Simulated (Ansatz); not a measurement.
BP (model structure, started from the BeO type, P4₂/mnm, No. 136, 8 atoms in the cell): bulk modulus by level of theory

No measured value is used here.

| level (code) | value (GPa) | cell (Å³/atom) |
|---|---|---|
| LDA (Ansatz) | (withheld) | 11.95 |
| PBEsol (Ansatz) | 155 | 12.19 |
| r²SCAN (Ansatz) | 155 | 12.31 |

Problem. What belongs in the gaps?

Solution. 
- LDA (Ansatz, a quantum-chemistry and plane-wave program), value (GPa): 161

LDA, PBEsol, r²SCAN: the bulk modulus is −V dP/dV from two relaxed cells at ±2 % in volume. Each level is taken at its own relaxed cell. Cutoffs differ between the levels. Ansatz's density-functional and Hartree–Fock values are scalar-relativistic unless marked +SOC, with PAW data made under PBE.

A model structure was made by putting elements into a prototype or built by hand; it is no filed structure, need not be a known phase, and can be a saddle point held by its symmetry.
